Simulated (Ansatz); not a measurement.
Where the default PAW files enter, the runs use the earlier of Ansatz's two default sets.

```
AlN
1.0
    3.08864     0.00000     0.00000
    0.00000     3.08864     0.00000
    1.54432     1.54432     2.18399
Al N
1 1
Direct
  0.00000   0.00000   0.00000
  0.25000   0.75000   0.50000
```

Space group of this cell: F-43m, zinc blende. The cell is taken as given.

The current runs along the normal of the first two printed vectors, the (001) plane. All runs by Ansatz (a program for electronic structure), plane waves and PAW, without spin-orbit coupling; the base is r2SCAN.

```json
[
 {"run": "base", "mean pressure (GPa)": "0.2", "gap (eV)": "3.93", "mid-gap κ (1/Å)": "0.304"},
 {"run": "all lengths scaled by 0.98", "mean pressure (GPa)": "14.6", "gap (eV)": "___", "mid-gap κ (1/Å)": "___"},
 {"run": "all lengths scaled by 1.02", "mean pressure (GPa)": "-11.0", "gap (eV)": "3.88", "mid-gap κ (1/Å)": "0.280"},
 {"run": "lda in place of r2scan", "mean pressure (GPa)": "-3.6", "gap (eV)": "3.24", "mid-gap κ (1/Å)": "0.281"},
 {"run": "lengths across the current scaled by 0.98, ions clamped", "mean pressure (GPa)": "9.4", "gap (eV)": "3.90", "mid-gap κ (1/Å)": "0.322"},
 {"run": "lengths across the current scaled by 1.02, ions clamped", "mean pressure (GPa)": "-7.6", "gap (eV)": "3.79", "mid-gap κ (1/Å)": "0.285"},
 {"run": "lengths along the current scaled by 0.97, ions clamped", "mean pressure (GPa)": "7.0", "gap (eV)": "3.79", "mid-gap κ (1/Å)": "0.310"},
 {"run": "lengths along the current scaled by 1.03, ions clamped", "mean pressure (GPa)": "-5.7", "gap (eV)": "___", "mid-gap κ (1/Å)": "___"},
 {"run": "pbesol in place of r2scan", "mean pressure (GPa)": "1.3", "gap (eV)": "___", "mid-gap κ (1/Å)": "___"}
]
```

**Question.** Complete the blanks.

**Answer.** 
- all lengths scaled by 0.98, gap (eV): 3.98
- all lengths scaled by 0.98, mid-gap κ (1/Å): 0.326
- lengths along the current scaled by 1.03, ions clamped, gap (eV): 3.82
- lengths along the current scaled by 1.03, ions clamped, mid-gap κ (1/Å): 0.296
- pbesol in place of r2scan, gap (eV): 3.19
- pbesol in place of r2scan, mid-gap κ (1/Å): 0.273
